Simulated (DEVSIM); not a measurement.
System: abrupt GaSb n-p junction, at 300 K.

| layer (left to right) | material | thickness (μm) | Nd (cm⁻³) | Na (cm⁻³) | τn (s) | τp (s) |
|---|---|---|---|---|---|---|
| 1 | GaSb | 11.0 | 5.8e15 | - | 8.6e-10 | 8.6e-10 |
| 2 | GaSb | 1.80 | - | 1.3e14 | 8.6e-10 | 8.6e-10 |

Left contact: ohmic. Right contact: ohmic. Voltage is applied to the left contact. Recombination: SRH at mid-gap. Mobility is μmin + (μ − μmin)/(1 + (N/Nref)^α).

This is a model device: material constants are rounded textbook-type values typed into the input, and sizes, dopings and lifetimes were drawn at random. Values at 300 K.

```
parameter        GaSb
-------------  ------
gap (eV)        0.726
affinity (eV)    4.06
permittivity     15.7
Nc (cm⁻³)      2.1e17
Nv (cm⁻³)      1.8e19
μn (cm²/Vs)      5000
μp (cm²/Vs)       850
μn,min           1000
μp,min            190
Nref,n         2.8e17
Nref,p           9e17
αn               1.05
αp               0.65
```

DEVSIM, 1D drift-diffusion, Boltzmann statistics, complete ionisation; no tunnelling, impact ionisation, image-force lowering or self-heating.

Q: Tabulate band edges, carrier densities and field at 10.0 V on the left contact.

A: Energies count from the Fermi level of the right contact; mesh points crowd at the junctions.

```json
[
 {"x (μm)": "0.000", "Ec (eV)": "-9.907", "Ev (eV)": "-10.633", "n (cm⁻³)": "5.8e15", "p (cm⁻³)": "4.1e8", "field (V/cm)": "≈ 0"},
 {"x (μm)": "0.03024", "Ec (eV)": "-9.907", "Ev (eV)": "-10.633", "n (cm⁻³)": "5.8e15", "p (cm⁻³)": "4.1e8", "field (V/cm)": "≈ 0"},
 {"x (μm)": "0.09352", "Ec (eV)": "-9.907", "Ev (eV)": "-10.633", "n (cm⁻³)": "5.8e15", "p (cm⁻³)": "4.1e8", "field (V/cm)": "≈ 0"},
 {"x (μm)": "0.2411", "Ec (eV)": "-9.907", "Ev (eV)": "-10.633", "n (cm⁻³)": "5.8e15", "p (cm⁻³)": "4.1e8", "field (V/cm)": "≈ 0"},
 {"x (μm)": "0.7387", "Ec (eV)": "-9.907", "Ev (eV)": "-10.633", "n (cm⁻³)": "5.8e15", "p (cm⁻³)": "4.1e8", "field (V/cm)": "≈ 0"},
 {"x (μm)": "1.696", "Ec (eV)": "-9.907", "Ev (eV)": "-10.633", "n (cm⁻³)": "5.8e15", "p (cm⁻³)": "4.1e8", "field (V/cm)": "≈ 0"},
 {"x (μm)": "3.698", "Ec (eV)": "-9.907", "Ev (eV)": "-10.633", "n (cm⁻³)": "5.8e15", "p (cm⁻³)": "4.1e8", "field (V/cm)": "≈ 0"},
 {"x (μm)": "8.256", "Ec (eV)": "-9.907", "Ev (eV)": "-10.633", "n (cm⁻³)": "5.8e15", "p (cm⁻³)": "3.2e8", "field (V/cm)": "≈ 0"},
 {"x (μm)": "9.745", "Ec (eV)": "-9.907", "Ev (eV)": "-10.633", "n (cm⁻³)": "5.8e15", "p (cm⁻³)": "1.4e8", "field (V/cm)": "≈ 0"},
 {"x (μm)": "10.46", "Ec (eV)": "-9.766", "Ev (eV)": "-10.492", "n (cm⁻³)": "2.5e13", "p (cm⁻³)": "6.5e7", "field (V/cm)": "12000"},
 {"x (μm)": "10.77", "Ec (eV)": "-9.041", "Ev (eV)": "-9.767", "n (cm⁻³)": "2.7e10", "p (cm⁻³)": "9.1e8", "field (V/cm)": "34000"},
 {"x (μm)": "10.94", "Ec (eV)": "-8.400", "Ev (eV)": "-9.127", "n (cm⁻³)": "2.0e10", "p (cm⁻³)": "1.1e9", "field (V/cm)": "44000"},
 {"x (μm)": "10.98", "Ec (eV)": "-8.184", "Ev (eV)": "-8.910", "n (cm⁻³)": "1.9e10", "p (cm⁻³)": "1.1e9", "field (V/cm)": "48000"},
 {"x (μm)": "11.01", "Ec (eV)": "-8.066", "Ev (eV)": "-8.793", "n (cm⁻³)": "1.8e10", "p (cm⁻³)": "1.1e9", "field (V/cm)": "49000"},
 {"x (μm)": "11.07", "Ec (eV)": "-7.780", "Ev (eV)": "-8.506", "n (cm⁻³)": "1.8e10", "p (cm⁻³)": "1.3e9", "field (V/cm)": "49000"},
 {"x (μm)": "11.18", "Ec (eV)": "-7.241", "Ev (eV)": "-7.967", "n (cm⁻³)": "1.8e10", "p (cm⁻³)": "1.5e9", "field (V/cm)": "48000"},
 {"x (μm)": "11.42", "Ec (eV)": "-6.056", "Ev (eV)": "-6.782", "n (cm⁻³)": "1.8e10", "p (cm⁻³)": "2.1e9", "field (V/cm)": "48000"},
 {"x (μm)": "11.90", "Ec (eV)": "-3.782", "Ev (eV)": "-4.508", "n (cm⁻³)": "1.8e10", "p (cm⁻³)": "3.2e9", "field (V/cm)": "47000"},
 {"x (μm)": "12.49", "Ec (eV)": "-0.989", "Ev (eV)": "-1.715", "n (cm⁻³)": "1.8e10", "p (cm⁻³)": "4.6e9", "field (V/cm)": "46000"},
 {"x (μm)": "12.68", "Ec (eV)": "-0.152", "Ev (eV)": "-0.878", "n (cm⁻³)": "1.8e10", "p (cm⁻³)": "5.0e9", "field (V/cm)": "46000"},
 {"x (μm)": "12.76", "Ec (eV)": "0.224", "Ev (eV)": "-0.502", "n (cm⁻³)": "1.8e10", "p (cm⁻³)": "7.1e10", "field (V/cm)": "46000"},
 {"x (μm)": "12.80", "Ec (eV)": "0.420", "Ev (eV)": "-0.306", "n (cm⁻³)": "1.9e10", "p (cm⁻³)": "1.3e14", "field (V/cm)": "46000"}
]
```
